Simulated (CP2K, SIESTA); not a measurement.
A SIESTA input for a self-consistent single point of Pb (Fm-3m, 1 atom in the cell) (DFT, GGA PBE, numerical atomic orbitals TZP, PseudoDojo PBE standard norm-conserving potentials (rewritten from UPF to PSML)):

```
# files in the folder: Pb.psml (PseudoDojo PBE standard)
SystemName  Pb
SystemLabel Pb

NumberOfAtoms                1
NumberOfSpecies              1
%block ChemicalSpeciesLabel
  1 82 Pb
%endblock ChemicalSpeciesLabel
LatticeConstant              1.0 Bohr
%block LatticeVectors
     0.000000000    4.666317727    4.666317727
     4.666317727    0.000000000    4.666317727
     4.666317727    4.666317727    0.000000000
%endblock LatticeVectors
AtomicCoordinatesFormat      ScaledCartesian
%block AtomicCoordinatesAndAtomicSpecies
     0.000000000    0.000000000    0.000000000  1
%endblock AtomicCoordinatesAndAtomicSpecies

XC.functional                GGA
XC.authors                   PBE
PAO.BasisSize                TZP
PAO.EnergyShift              0.01 Ry
MeshCutoff                   300 Ry
%block kgrid.MonkhorstPack
    8   0   0  0.0
    0   8   0  0.0
    0   0   8  0.0
%endblock kgrid.MonkhorstPack
OccupationFunction           FD
ElectronicTemperature        0.1 eV

MaxSCFIterations             150
SCF.Mixer.Method             Pulay
SCF.Mixer.Weight             0.1
SCF.Mixer.History            6
SCF.DM.Tolerance             1.0E-04
Diag.ParallelOverK           true
WriteForces                  true
Charge.Mulliken              end
```

Q: Write the same calculation as an input for CP2K.

A: This is the input that was run; spellings and numerical settings could be chosen otherwise.

```
&GLOBAL
  PROJECT pb
  RUN_TYPE ENERGY_FORCE
  PRINT_LEVEL LOW
&END GLOBAL
&FORCE_EVAL
  METHOD Quickstep
  STRESS_TENSOR ANALYTICAL
  &DFT
    BASIS_SET_FILE_NAME BASIS_MOLOPT
    POTENTIAL_FILE_NAME GTH_POTENTIALS
    &QS
      METHOD GPW
      EPS_DEFAULT 1E-10
    &END QS
    &MGRID
      CUTOFF 400
      REL_CUTOFF 50
      NGRIDS 5
    &END MGRID
    &SCF
      SCF_GUESS ATOMIC
      EPS_SCF 1E-6
      MAX_SCF 100
      ADDED_MOS 4
      &DIAGONALIZATION
        ALGORITHM STANDARD
      &END DIAGONALIZATION
      &MIXING
        METHOD BROYDEN_MIXING
        ALPHA 0.3
        NBUFFER 10
        BETA 1.5
      &END MIXING
      &SMEAR ON
        METHOD FERMI_DIRAC
        ELECTRONIC_TEMPERATURE [K] 1160.45
      &END SMEAR
    &END SCF
    &KPOINTS
      SCHEME MONKHORST-PACK 8 8 8
      GAMMA_CENTERED T
    &END KPOINTS
    &XC
      &XC_FUNCTIONAL PBE
      &END XC_FUNCTIONAL
    &END XC
    &PRINT
      &MO
        EIGENVALUES T
        OCCUPATION_NUMBERS T
        NDIGITS 8
        FILENAME mo
        &EACH
          QS_SCF 0
        &END EACH
        ADD_LAST NUMERIC
      &END MO
      &MULLIKEN OFF
      &END MULLIKEN
    &END PRINT
  &END DFT
  &SUBSYS
    &CELL
      ABC 3.49213000 3.49213061 3.49212980
      ALPHA_BETA_GAMMA 60.00000168 59.99999815 60.00000580
      PERIODIC XYZ
    &END CELL
    &COORD
      SCALED
      Pb       0.00000000     0.00000000     0.00000000
    &END COORD
    &KIND Pb
      BASIS_SET DZVP-MOLOPT-SR-GTH-q4
      POTENTIAL GTH-PBE-q4
    &END KIND
  &END SUBSYS
  &PRINT
    &FORCES ON
    &END FORCES
    &STRESS_TENSOR ON
    &END STRESS_TENSOR
  &END PRINT
&END FORCE_EVAL
```

Basis, cutoffs, solver keys and any potentials are the target program's own. This input uses DFT PBE, GPW, DZVP-MOLOPT-SR-GTH basis, GTH-PBE potentials (GTH_POTENTIALS). Both were run: pressure 3.01 GPa in SIESTA and 3.04 in CP2K.

On SIESTA: the starting cell comes from a database of computed structures (which also holds hypothetical and non-ambient phases and stackings), without a prior relaxation at this level. Its lattice was rescaled by a random factor within 2.5 % of one. For this run, on top of that: lattice scaled by 0.98. Values carry the incompleteness of an atom-centred basis. With a pressure of about 3 GPa the cell is away from its equilibrium volume at this level.

On CP2K: the starting cell comes from a database of computed structures (which also holds hypothetical and non-ambient phases and stackings), without a prior relaxation at this level. Its lattice was rescaled by a random factor within 2.5 % of one. For this run, on top of that: lattice scaled by 0.98. Values carry the incompleteness of an atom-centred basis. With a pressure of about 3 GPa the cell is away from its equilibrium volume at this level.
